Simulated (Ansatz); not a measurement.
Defect: interstitial Cd in silicon, charge state +2. Method: PBE, PAW (plane waves to 420 eV; Ansatz, an electronic-structure program).

Cell of 64 host sites held at the relaxed PBE lattice; a 2×2×2 k-point mesh shifted by half a step; Fermi-Dirac width 0.01 eV, spin-restricted; finite-size errors left in. Energies are static. The charge state is imposed; whether it is stable for some Fermi level was not computed. Sites that were not tried may lie lower.

Relaxed starting cell (atoms counted from 1):

```yaml
crystal:
  lattice:
    - [10.94000, 0.00000, 0.00000]
    - [0.00000, 10.94000, 0.00000]
    - [0.00000, 0.00000, 10.94000]
  atoms:
    - { symbol: Si, position: [0.99978, 0.99968, 0.25766] }
    - { symbol: Si, position: [0.99981, 0.99980, 0.74310] }
    - { symbol: Si, position: [0.99981, 0.49979, 0.25040] }
    - { symbol: Si, position: [0.99986, 0.49963, 0.75011] }
    - { symbol: Si, position: [0.49986, 0.99980, 0.25049] }
    - { symbol: Si, position: [0.49977, 0.99973, 0.75020] }
    - { symbol: Si, position: [0.49980, 0.49973, 0.25103] }
    - { symbol: Si, position: [0.49981, 0.49986, 0.74956] }
    - { symbol: Si, position: [0.12679, 0.37624, 0.12723] }
    - { symbol: Si, position: [0.12386, 0.37662, 0.62332] }
    - { symbol: Si, position: [0.13410, 0.86537, 0.13465] }
    - { symbol: Si, position: [0.12672, 0.87289, 0.62386] }
    - { symbol: Si, position: [0.62288, 0.37661, 0.12416] }
    - { symbol: Si, position: [0.62451, 0.37508, 0.62507] }
    - { symbol: Si, position: [0.62334, 0.87288, 0.12719] }
    - { symbol: Si, position: [0.62284, 0.87579, 0.62345] }
    - { symbol: Si, position: [0.99990, 0.25702, 0.00036] }
    - { symbol: Si, position: [0.99980, 0.24992, 0.50031] }
    - { symbol: Si, position: [0.99977, 0.74245, 0.00041] }
    - { symbol: Si, position: [0.99981, 0.74955, 0.50029] }
    - { symbol: Si, position: [0.49966, 0.24993, 0.00029] }
    - { symbol: Si, position: [0.49994, 0.25044, 0.50015] }
    - { symbol: Si, position: [0.49980, 0.74955, 0.00026] }
    - { symbol: Si, position: [0.49968, 0.74904, 0.50033] }
    - { symbol: Si, position: [0.12669, 0.12666, 0.37681] }
    - { symbol: Si, position: [0.13425, 0.13424, 0.86599] }
    - { symbol: Si, position: [0.12381, 0.62308, 0.37690] }
    - { symbol: Si, position: [0.12661, 0.62327, 0.87339] }
    - { symbol: Si, position: [0.62314, 0.12376, 0.37697] }
    - { symbol: Si, position: [0.62329, 0.12671, 0.87344] }
    - { symbol: Si, position: [0.62445, 0.62461, 0.37555] }
    - { symbol: Si, position: [0.62300, 0.62302, 0.87621] }
    - { symbol: Si, position: [0.25709, 0.99978, 0.00029] }
    - { symbol: Si, position: [0.25004, 0.99980, 0.50037] }
    - { symbol: Si, position: [0.25000, 0.49969, 0.00015] }
    - { symbol: Si, position: [0.25039, 0.49988, 0.50016] }
    - { symbol: Si, position: [0.74251, 0.99976, 0.00024] }
    - { symbol: Si, position: [0.74954, 0.99976, 0.50034] }
    - { symbol: Si, position: [0.74951, 0.49973, 0.00025] }
    - { symbol: Si, position: [0.74910, 0.49978, 0.50025] }
    - { symbol: Si, position: [0.37502, 0.37504, 0.37563] }
    - { symbol: Si, position: [0.37667, 0.37656, 0.87611] }
    - { symbol: Si, position: [0.37667, 0.87586, 0.37716] }
    - { symbol: Si, position: [0.37619, 0.87276, 0.87339] }
    - { symbol: Si, position: [0.87590, 0.37661, 0.37711] }
    - { symbol: Si, position: [0.87289, 0.37616, 0.87345] }
    - { symbol: Si, position: [0.87285, 0.87283, 0.37689] }
    - { symbol: Si, position: [0.86542, 0.86539, 0.86604] }
    - { symbol: Si, position: [0.25046, 0.25035, 0.25098] }
    - { symbol: Si, position: [0.25743, 0.25743, 0.74246] }
    - { symbol: Si, position: [0.25761, 0.74219, 0.25785] }
    - { symbol: Si, position: [0.25038, 0.74905, 0.74964] }
    - { symbol: Si, position: [0.74226, 0.25754, 0.25779] }
    - { symbol: Si, position: [0.74917, 0.25037, 0.74964] }
    - { symbol: Si, position: [0.74921, 0.74912, 0.25091] }
    - { symbol: Si, position: [0.74221, 0.74216, 0.74252] }
    - { symbol: Si, position: [0.37628, 0.12660, 0.12727] }
    - { symbol: Si, position: [0.37677, 0.12382, 0.62342] }
    - { symbol: Si, position: [0.37664, 0.62282, 0.12418] }
    - { symbol: Si, position: [0.37496, 0.62444, 0.62500] }
    - { symbol: Si, position: [0.86544, 0.13395, 0.13463] }
    - { symbol: Si, position: [0.87286, 0.12661, 0.62382] }
    - { symbol: Si, position: [0.87281, 0.62318, 0.12713] }
    - { symbol: Si, position: [0.87590, 0.62284, 0.62346] }
    - { symbol: Cd, position: [0.99992, 0.99981, 0.00022] }
```
Cell charge +2.

End state 1 differs by these moves (Å; atoms that move under 0.08 Å are left out):

```json
[
 {"atom": "2", "element": "Si", "Δx": "-0.11", "Δy": "0.11", "Δz": "-0.02"},
 {"atom": "11", "element": "Si", "Δx": "-0.11", "Δy": "0.11", "Δz": "-0.02"},
 {"atom": "19", "element": "Si", "Δx": "-0.11", "Δy": "-0.02", "Δz": "0.10"},
 {"atom": "26", "element": "Si", "Δx": "-0.11", "Δy": "-0.02", "Δz": "0.11"},
 {"atom": "33", "element": "Si", "Δx": "0.02", "Δy": "0.11", "Δz": "0.11"},
 {"atom": "48", "element": "Si", "Δx": "0.02", "Δy": "0.11", "Δz": "0.11"},
 {"atom": "50", "element": "Si", "Δx": "-0.07", "Δy": "-0.06", "Δz": "0.07"},
 {"atom": "51", "element": "Si", "Δx": "-0.07", "Δy": "0.07", "Δz": "-0.06"},
 {"atom": "52", "element": "Si", "Δx": "0.09", "Δy": "-0.09", "Δz": "-0.09"},
 {"atom": "53", "element": "Si", "Δx": "0.08", "Δy": "-0.08", "Δz": "-0.07"},
 {"atom": "56", "element": "Si", "Δx": "0.06", "Δy": "0.07", "Δz": "0.07"},
 {"atom": "57", "element": "Si", "Δx": "0.06", "Δy": "0.07", "Δz": "0.07"},
 {"atom": "60", "element": "Si", "Δx": "0.08", "Δy": "-0.07", "Δz": "-0.08"},
 {"atom": "61", "element": "Si", "Δx": "0.09", "Δy": "-0.09", "Δz": "-0.09"},
 {"atom": "62", "element": "Si", "Δx": "-0.07", "Δy": "0.07", "Δz": "-0.06"},
 {"atom": "63", "element": "Si", "Δx": "-0.06", "Δy": "-0.06", "Δz": "0.07"},
 {"atom": "65", "element": "Cd", "Δx": "1.36", "Δy": "-1.36", "Δz": "-1.36"}
]
```

Task: What forward and backward barriers to end state 1 does PBE, PAW give?

Result: forward 0.59 eV, backward 0.59 eV; at the saddle point atom 65 has neighbours 6 Si at 2.51 Å. The saddle point's order was not checked, and it lies on a symmetry element of the cell, where a band can be held.
